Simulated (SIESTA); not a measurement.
Checking a run of SIESTA on TaV (Cmmm, 2 atoms in the cell). The aim is a self-consistent single point with DFT, LDA PW92, numerical atomic orbitals DZP, PseudoDojo LDA standard norm-conserving potentials (rewritten from UPF to PSML).

Cell that was meant: a = 2.8120 Å, b = 2.8120 Å, c = 4.3414 Å, α = 90.00°, β = 90.00°, γ = 110.31°.

Part of the input:

```

XC.functional                LDA
XC.authors                   PW92
PAO.BasisSize                SZ
PAO.EnergyShift              0.01 Ry
MeshCutoff                   300 Ry
%block kgrid.MonkhorstPack
```

Log, with long lists cut:

```
reinit: Reading from file input.fdf

reinit: System Name: TaV
reinit: System Label: TaV

NOTE on units for spin output:
   [... lines left out ...]

outcell: Cell vector modules (Ang)   :    2.811994    2.811994    4.341360
outcell: Cell angles (23,13,12) (deg):     90.0000     90.0000    110.3078
outcell: Cell volume (Ang**3)        :     32.1947
new_DM -- step:     1
Initializing Density Matrix...

Attempting to read DM from file... Failed...
DM filled with atomic data (user-defined):

InitMesh: MESH = 30 x 30 x 48 = 43200
InitMesh: Mesh cutoff (required, used) =   300.000   337.857 Ry

stepf: Methfessel-Paxton step function
       Using Hermite-Gauss polynomials of order  1
        iscf     Eharris(eV)        E_KS(eV)     FreeEng(eV)     dDmax    Ef(eV) dHmax(eV)
   scf:    1    -3749.971167    -3768.970052    -3768.970126  0.753898 -3.129802  9.882736
     spin moment: {S} , |S| = {        0.0        0.0    1.08232 }     1.08232
   scf:    2    -3771.148458    -3772.543729    -3772.542626  0.117713 -2.795639  2.334858
     spin moment: {S} , |S| = {        0.0        0.0    0.89605 }     0.89605
   scf:    3    -3772.769640    -3772.717654    -3772.716150  0.020173 -2.847950  0.558260
   [... lines left out ...]
     spin moment: {S} , |S| = {        0.0        0.0    0.00013 }     0.00013
   scf:   19    -3772.882582    -3772.882582    -3772.884655  0.000031 -2.908936  0.001328
     spin moment: {S} , |S| = {        0.0        0.0    0.00021 }     0.00021
   scf:   20    -3772.882582    -3772.882582    -3772.884656  0.000026 -2.908924  0.001147
     spin moment: {S} , |S| = {        0.0        0.0    0.00025 }     0.00025
   scf:   21    -3772.882582    -3772.882582    -3772.884656  0.000022 -2.908919  0.000998
     spin moment: {S} , |S| = {        0.0        0.0    0.00027 }     0.00027
SCF Convergence by DM+H criterion
max |DM_out - DM_in|         :     0.0000217910
max |H_out - H_in|      (eV) :     0.0009977991
SCF cycle converged after 21 iterations

Using DM_out to compute the final energy and forces

siesta: E_KS(eV) =            -3772.8826

siesta: E_KS - E_eggbox =     -3772.8826

siesta: Atomic forces (eV/Ang):
     1   -0.000000   -0.000000    0.000000
     2    0.000000    0.000000   -0.000000
   Tot   -0.000000   -0.000000    0.000000
   Max    0.000000
   Res    0.000000    sqrt( Sum f_i^2 / 3N )
   Max    0.000000    constrained

Stress tensor Voigt[x,y,z,yz,xz,xy] (kbar):      404.87      380.00      433.46       -0.00       -0.00        0.00
(Free)E + p*V (eV/cell)    -3781.0452
Target enthalpy (eV/cell)    -3772.8847

   [... lines left out ...]
siesta: FreeEng =     -3772.884656
siesta: Cell volume =         32.194676 Ang**3
siesta:        -406.11317892       -406.11317892  kBar
   [... lines left out ...]
               3dxz    3dx2-y2
   2  6.420   1.006   0.555   0.999   0.997   0.997   0.393   0.312   0.383
              0.447   0.332

mulliken: Qtot =       13.000

Mulliken Atomic Populations:
Atom #   charge [q] valence [e]      Sz [e]  Species
     1    -0.158906   13.158906   -0.000811  Ta
     2     0.158906   12.841094    0.001084  V
 Total     0.000000                0.000274
```

Problem. Is this run sound? If not, what is wrong?

Solution. The run is not sound. The fault is a minimal basis. One orbital a valence shell has little freedom to describe bonding. To fix it, use a double-zeta basis with polarisation or better. The run converged in 21 iterations without an error; against the sound input the pressure goes from -16.03 to -40.61 GPa.

An input that runs soundly differs in these lines (not the only fix; some lines may just follow from the change or write a value another way):
```diff
-PAO.BasisSize                SZ
+PAO.BasisSize                DZP
```

With that input, the run converged in 24 iterations: free energy E − TS -3778.5902 eV; Fermi level (on the code's own zero) -5.02 eV; pressure -16.03 GPa; size of the cell's spin moment 0.00 μB (DFT, LDA PW92, numerical atomic orbitals DZP, PseudoDojo LDA standard norm-conserving potentials (rewritten from UPF to PSML)).

On the sound input: the starting cell comes from a database of computed structures (which also holds hypothetical and non-ambient phases and stackings), without a prior relaxation at this level. The starting moments vanished: the run ended non-magnetic, which need not be the lowest state. Values carry the incompleteness of an atom-centred basis. With a pressure of about -16 GPa the cell is away from its equilibrium volume at this level.
